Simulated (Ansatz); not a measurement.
A self-consistent single point of Zr₂Sn (P-62m, 6 atoms in the cell) with Ansatz (a quantum-chemistry and plane-wave program)

Level of theory: PBEsol, default PAW files made with PBE (plane waves; Ansatz).

The input file:

Ansatz 0.2 input:
```yaml
crystal:
  lattice:
    - [5.651210, 0.000000, 0.000000]
    - [-2.825605, 4.894091, 0.000000]
    - [0.000000, 0.000000, 4.952370]
  atoms:
    - { symbol: Zr, position: [0.649090, 0.649090, 0.500000] }
    - { symbol: Zr, position: [0.000000, 0.350910, 0.500000] }
    - { symbol: Zr, position: [0.350910, 0.000000, 0.500000] }
    - { symbol: Zr, position: [0.000000, 0.000000, 0.000000] }
    - { symbol: Sn, position: [0.666667, 0.333333, 0.000000] }
    - { symbol: Sn, position: [0.333333, 0.666667, 0.000000] }
basis:
  ecutwfc: 420.0 eV
kpoints:
  mp_grid:
    grid: [9, 9, 9]
hamiltonian:
  xc: pbesol
  pseudopotentials:
    kind: paw
scf:
  occupations:
    method: gaussian
    width: 0.2 eV
output:
  forces: true
  eigenvalues: true
  stress: true
```

Output, abridged:

```
WARN the atoms were moved onto the symmetric positions of the space group found under crystal.symmetry.tolerance 1.0e-5 (fractional …
WARN ansatz: RAYON_NUM_THREADS=1 ignored (pool sized by the plan → 1); use --threads N
Pseudopotentials: kind: paw
Pseudopotential: Zr, paw, valence charge 12
Pseudopotential: Sn, paw, valence charge 14
Crystal: 6 atoms, lattice volume = 136.970 Å³
Basis set: ecut = 420 eV, 2693 PW (Γ), exchange–correlation on 80×80×72 points (8 copies of the dense FFT grid, shifted against one another)
Bands: 46, of which v1, the nominal top of the filled ones, is band 38 counted from 1 (37 counted from 0)
Symmetry: 12 space group operations
Space group: P-62m (ITA 189), of the structure as read, at distance tolerance 5.2e-5 Å
k-points: 60 of 729 (time reversal used)
PAW frozen core: Zr, regenerated for the run's functional, and the local potential with it
PAW frozen core: Sn, regenerated for the run's functional, and the local potential with it
Initial density: superposition of atomic densities (neutral atoms: chi_scale 0, normalization atom), corrected by the library's trained network
Initial wavefunctions: pseudopotential atomic-orbital guess
Eigensolver: davidson
Functional: x = pbesol(κ = 0.804, μ = 0.12345679012345678), c = pbesol(β = 0.046)
SCF iter   1: F=—  HF=-28416.362601 eV  |F-HF|=—  |Δ(HF+E_count)|=         —  Δρ=5.49e-3  dr2=3.79e-2  ethr=1.77e-3  ⟨swp⟩=5.8  Hψ=10271  notcnv=0
all-band conjugate gradients solve this SCF's bands
preconditioner: auto → Kerker (q_TF=auto, 2.473 Å⁻¹)
SCF iter   2: F=—  HF=-28416.357245 eV  |F-HF|=—  |Δ(HF+E_count)|=   5.36e-3  Δρ=3.08e-3  dr2=1.23e-2  ethr=4.99e-5  ⟨swp⟩=1.4  Hψ=3308  notcnv=0
SCF iter   3: F=—  HF=-28416.354954 eV  |F-HF|=—  |Δ(HF+E_count)|=   2.29e-3  Δρ=8.69e-4  dr2=2.33e-3  ethr=1.62e-5  ⟨swp⟩=2.0  Hψ=3309  notcnv=0
SCF iter   4: F=—  HF=-28416.354666 eV  |F-HF|=—  |Δ(HF+E_count)|=   2.88e-4  Δρ=2.56e-4  dr2=1.19e-4  ethr=3.07e-6  ⟨swp⟩=2.0  Hψ=3114  notcnv=0
SCF iter   5: F=—  HF=-28416.354643 eV  |F-HF|=—  |Δ(HF+E_count)|=   2.28e-5  Δρ=5.43e-5  dr2=3.82e-6  ethr=1.56e-7  ⟨swp⟩=2.0  Hψ=3464  notcnv=0
SCF iter   6: F=—  HF=-28416.354639 eV  |F-HF|=—  |Δ(HF+E_count)|=   3.88e-6  Δρ=1.22e-5  dr2=1.61e-7  ethr=5.02e-9  ⟨swp⟩=2.2  Hψ=4408  notcnv=0
SCF iter   7: F=-28416.354639 eV  HF=-28416.354639 eV  |F-HF|=6.26e-9  |Δ(HF+E_count)|=   2.20e-8  Δρ=2.83e-6  dr2=1.02e-8  ethr=1.32e-10  ⟨swp⟩=8.7  Hψ=10197  notcnv=0
SCF 1 converged in 7 iterations: F = -28416.354639 eV  dr2 = 1.02e-8
SCF converged after 7 iterations
Free energy (F): -28416.354639 eV
Harris-Foulkes:  -28416.354639 eV  (|F-HF|=6.26e-9)
Internal energy: -28416.227655 eV  (E = F + TS)
E sigma→0 (E₀):  -28416.291147 eV
Entropy (-TS):   -0.126984 eV (-21.164 meV/atom)
Fermi energy:    13.814669 eV
--- Per-component energies (eV) ---
  E_band       = -469.460790
  E_kinetic    = 1707.410114
  E_local      = -3954.067635  (includes V_loc(G=0)·N_el)
  E_nonlocal   = 268.193005
  E_hartree    = 1754.001560
  E_xc         = -1399.866012
  E_vxc        = -955.150012  (∫ρ·V_xc dr)
  E_paw        = -19735.677960  (= ΣΔE_a)
  E_vpaw       = -1043.847965  (= ΣTr[D̂ρ^β])
  E_aug_tail   = 0.000095  (compensation charges beyond the density's cutoff)
  E_ewald      = -7057.453383
  E_core_change = 1.232561  (= ΣΔE_core)
  E_smearing   = -0.126984  (= −TS)
  E_closure    = 0.000000  (closes the sum)
  Σ components = -28416.354639   (vs F -28416.354639, Δ=0.00e0)
--- Forces (eV/Å), atoms counted from 1 ---
  atom   1  Zr    -0.02590808    -0.04487411     0.00000000
  atom   2  Zr    -0.02590808     0.04487411     0.00000000
  atom   3  Zr     0.05181615     0.00000000     0.00000000
  atom   4  Zr    -0.00000000     0.00000000     0.00000000
  atom   5  Sn     0.00000000     0.00000000     0.00000000
  atom   6  Sn     0.00000000    -0.00000000     0.00000000
  max |Σ_I F_I| component: 9.48e-17 eV/Å
--- Stress (GPa, compression-positive) ---
       -4.262316       0.000000       0.000000
        0.000000      -4.262316       0.000000
        0.000000       0.000000      -3.629719
  P = ⅓ Tr σ = -4.0515 GPa (-40.515 kbar)
  The stress holds the Pulay correction. Without it, at fixed plane waves, as pw.x and ABINIT print it: P = -4.0773 GPa
--- Band table (eV; the first three rows and the last of 60) ---
  k-point 0: bands = ["-34.9615", "-34.8698", "-34.8237", "-34.8237", "-13.2697", "-13.2133", "-13.1717", "-13.1717", "-12.9637", "-12.9532", "-12.9532", "-12.9441", "-12.9441", "-12.7000", "-12.6098", "-12.6098", "-7.1948", "-7.1948", "-7.1504", [...]
  k-point 1: bands = ["-34.9588", "-34.8725", "-34.8237", "-34.8237", "-13.2643", "-13.2125", "-13.1727", "-13.1727", "-12.9950", "-12.9950", "-12.9724", "-12.9007", "-12.9007", "-12.6985", "-12.6103", "-12.6103", "-7.1949", "-7.1949", "-7.1499", [...]
  k-point 2: bands = ["-34.9508", "-34.8805", "-34.8237", "-34.8237", "-13.2479", "-13.2103", "-13.1750", "-13.1750", "-13.0345", "-13.0345", "-12.9986", "-12.8571", "-12.8571", "-12.6936", "-12.6119", "-12.6119", "-7.1948", "-7.1948", "-7.1485", [...]
  k-point 59: bands = ["-34.9156", "-34.8628", "-34.8628", "-34.8379", "-13.2395", "-13.2093", "-13.2093", "-13.1614", "-13.1614", "-12.9747", "-12.8297", "-12.8297", "-12.7489", "-12.7229", "-12.7229", "-12.7022", "-7.2468", "-7.1899", "-7.1899", [...]
```

The run converged in 7 iterations.

The starting cell comes from a database of computed structures (which also holds hypothetical and non-ambient phases and stackings), without a prior relaxation at this level. With a pressure of about -4 GPa the cell is away from its equilibrium volume at this level. Ansatz's pressure includes its estimate of the finite-basis (Pulay) stress.
